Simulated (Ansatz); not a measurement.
**Hypothetical R-3m CaC6: response to strain**

Take CaC6 (space group R-3m, No. 166; a = 4.326 Å, c = 13.294 Å (hexagonal axes); a hypothetical phase, not in the database extracts checked) as the base. Axes: x lies along a and z along c of the hexagonal cell.

Strains are applied to the cell and any free atomic positions relax; under biaxial strain the out-of-plane vector relaxes too.

All numbers come from DFT with PBEsol, PAW potentials and a 420 eV plane-wave cutoff in Ansatz (a program for electronic structure), no spin-orbit coupling.

Notes on the quantities. pressure: mean of the normal stresses, compression positive.

```json
[
 {"variant": "base", "space group": "R-3m (No. 166)", "pressure": "0.0 GPa", "volume per atom": "10.26 Å³"},
 {"variant": "biaxial strain −3.91 %, plane normal [001], relaxed out of plane", "space group": "R-3m (No. 166)", "pressure": "?", "volume per atom": "?"},
 {"variant": "isotropic strain +0.77 %", "space group": "R-3m (No. 166)", "pressure": "?", "volume per atom": "10.50 Å³"},
 {"variant": "uniaxial strain ε_xx = +3.94 %", "space group": "C2/m (No. 12)", "pressure": "-10.3 GPa", "volume per atom": "10.66 Å³"},
 {"variant": "uniaxial strain ε_zz = −0.53 %", "space group": "R-3m (No. 166)", "pressure": "?", "volume per atom": "10.20 Å³"}
]
```

Problem. What belongs in the blanks?

Solution. 
- biaxial strain −3.91 %, plane normal [001], relaxed out of plane, pressure: 25.6 GPa
- biaxial strain −3.91 %, plane normal [001], relaxed out of plane, volume per atom: 9.69 Å³
- isotropic strain +0.77 %, pressure: -4.8 GPa
- uniaxial strain ε_zz = −0.53 %, pressure: 0.4 GPa

Without a gap, meshes like the base's 13×13×13 leave anisotropic stresses uncertain by several tenths of a GPa, and small strain energies with them. No phonon test of stability was made. All final runs are without spin polarisation.
